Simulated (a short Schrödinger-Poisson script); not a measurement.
**Gated Al0.33Ga0.67N/GaN polarisation-induced gas**

Stack: gated Al0.33Ga0.67N/GaN polarisation-induced gas, at 77 K.

```csv
layer,material,thickness (nm),Na (cm⁻³)
1,Al0.33Ga0.67N,10,-
2,GaN,6000,1e16
```

The device is made up for the run: typed textbook-type constants, with dimensions and the other settings drawn at random. Al0.33Ga0.67N: permittivity 9.3, conduction-band edge (eV) 0.462, gap (eV) 4.09, electron mass (mₑ) 0.24, Nv at 300 K (cm⁻³) 4.6e19. GaN: permittivity 9.5, conduction-band edge (eV) 0, gap (eV) 3.43, Nv at 300 K (cm⁻³) 4.6e19.

Channel valleys (confinement mass, in-plane density-of-states mass, number): Γ 0.2, 0.2, 1. At the gate the conduction-band edge of layer 1 lies 1.47 eV − eVg above the Fermi level of the channel; the field vanishes at the back. Sheet of polarisation charge: +1.6e13 e/cm² at 10 nm from the gate. The barrier under the gate holds no holes. Gaps are held at their typed values at every temperature. Mesh 0.08 nm at interfaces.

From a short Schrödinger-Poisson script (our own, NumPy): 1D Poisson equation in equilibrium, electrons quantum, Hartree (BenDaniel-Duke, 40 states a valley, the channel's in-plane mass for all, wave functions free to enter the barrier), parabolic valleys, classical holes, full ionisation, no traps, pinning or gate leakage.

| Vg (V) | electrons (cm⁻²) | in the channel layer | C (μF/cm²) | Γ E0 (meV) | Γ E1 (meV) |
|---|---|---|---|---|---|
| 0.5 | 1.08e13 | 1.00e13 | 0.753 | -122.6 | -4.1 |
| 0.1 | 8.96e12 | 8.43e12 | 0.743 | -103.5 | 1.8 |
| -0.3 | 7.12e12 | 6.79e12 | 0.733 | -83.8 | 9.5 |
| -0.7 | 5.30e12 | 5.12e12 | 0.721 | -63.2 | 20.0 |
| -1.1 | 3.52e12 | 3.44e12 | 0.707 | -42.1 | 32.0 |
| -1.5 | 1.78e12 | 1.76e12 | 0.686 | -21.0 | 43.2 |
| -1.9 | 1.49e11 | 1.48e11 | 0.560 | 7.8 | 59.9 |

Gate voltages with under 1e6 electrons/cm² are left out.

Subbands count from the Fermi level.
